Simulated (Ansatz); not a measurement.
Start from BeS in the zinc blende structure (space group F-43m, No. 216; a = 4.869 Å).

Computed with plane-wave PAW DFT at the r2SCAN level (Ansatz, a program for electronic structure, 500 eV), no SOC.

One change was made to it. Results:

```json
[
 {"quantity": "band gap", "base": "3.59 eV", "after": "zero"},
 {"quantity": "shortest interatomic distance", "base": "2.108 Å", "after": "2.147 Å"}
]
```

What was done to the base?
A. S → Pd
B. Be → Zn
C. Be → Cu

A, S → Pd. For comparison, the shortest interatomic distance in the other runs: Be → Zn gives 2.334 Å; Be → Cu gives 2.237 Å.

No phonon test of stability was made. As relaxed here, BePd is a hypothetical phase, not in the database extracts checked. For CuS in this form, whether it has been made was not checked. The final runs are not spin-polarised. An odd electron count without spin: CuS.
